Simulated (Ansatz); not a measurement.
```cif
data_F3KMg
_chemical_formula_sum 'K1 Mg1 F3'
_space_group_name_H-M_alt 'P 1'
_space_group_IT_number 1
_cell_length_a 3.99158
_cell_length_b 3.99158
_cell_length_c 3.99158
_cell_angle_alpha 90.000
_cell_angle_beta 90.000
_cell_angle_gamma 90.000
loop_
_space_group_symop_operation_xyz
  'x, y, z'
loop_
_atom_site_label
_atom_site_type_symbol
_atom_site_fract_x
_atom_site_fract_y
_atom_site_fract_z
_atom_site_occupancy
K1 K 0.00000 0.00000 0.00000 1
Mg1 Mg 0.50000 0.50000 0.50000 1
F1 F 0.00000 0.50000 0.50000 1
F2 F 0.50000 0.50000 0.00000 1
F3 F 0.50000 0.00000 0.50000 1
```

The cell is fixed at its relaxed static size. Melting and transitions to other phases are not modelled.

Is this phase dynamically stable in the harmonic approximation, and at 300, 600 K by the stochastic self-consistent harmonic approximation in a 2×2×2 supercell, PBEsol density-functional theory in Ansatz (plane waves, PAW)? Give the softest mode in each case.

Harmonic: softest mode 82 cm⁻¹ at q = (0.50, 0.50, 0.50), so stable at the wave vectors of the supercell. 300 K: stable, softest second derivative of the free energy 93 cm⁻¹ (error under 1) at q = (0.50, 0.50, 0.50), at 1.5 GPa in this cell. 600 K: stable, softest second derivative of the free energy 100 cm⁻¹ (error under 1) at q = (0.50, 0.50, 0.50), at 2.7 GPa in this cell. The verdict is statistical, holds for these wave vectors and this fixed cell alone, and errs towards stability where frames are few. Wave vectors are fractions of the primitive cell's reciprocal vectors.

Ansatz is a first-principles code.
